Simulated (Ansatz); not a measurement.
Base system: GaN in the zinc blende structure (space group F-43m, No. 216).

```yaml
crystal:
  lattice:
    - [0.00000, 2.24908, 2.24908]
    - [2.24908, 0.00000, 2.24908]
    - [2.24908, 2.24908, 0.00000]
  atoms:
    - { symbol: N, position: [0.75000, 0.75000, 0.75000] }
    - { symbol: Ga, position: [0.00000, 0.00000, 0.00000] }
```

Computed with r2SCAN, PAW, 500 eV (Ansatz, a program for electronic structure; spin-orbit coupling left out), earlier PAW set.

Before the change:

The volume per atom is 11.38 Å³ and the band gap comes out as 2.17 eV.

The change: a negative pressure, −1 GPa.

**Question.** What does the calculation give for the volume per atom and band gap after the change?

**Answer.** The volume per atom grows by 0.06 Å³, from 11.38 Å³ to 11.44 Å³; the band gap drops by 0.034 eV (2.17 eV → 2.13 eV).

Load acts through the strain it causes; cell and atoms are relaxed under it. No phonon test of stability was made. This is not the structure that GaN has at room temperature and ambient pressure.
